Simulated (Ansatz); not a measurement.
```
CELL_PARAMETERS angstrom
      0.00000     1.93542     1.93542
      1.84330     0.00000     1.93542
      1.84330     1.93542     0.00000
ATOMIC_POSITIONS crystal
  Ir 0.00000 0.00000 0.00000
```

No spin polarisation.

A single point on Ir with a change (uniaxial strain ε_xx = −4.76 %), its geometry relaxed with PBE.

Method: r2SCAN, PAW, 500 eV (Ansatz, a program for electronic structure; spin-orbit coupling left out). k-mesh 21×21×21 (Γ-centred); smearing 0.05 eV (Fermi–Dirac).

Question: Predict the band gap and pressure.

Answer: 
```json
{
  "band_gap": "zero",
  "pressure": "12.0 GPa"
}
```

Single points use the geometry relaxed with PBE. No phonon test of stability was made. All final runs are without spin polarisation. The cell was made from Ir in the fcc (Cu type) structure (space group Fm-3m, No. 225) by this change: uniaxial strain ε_xx = −4.76 %.
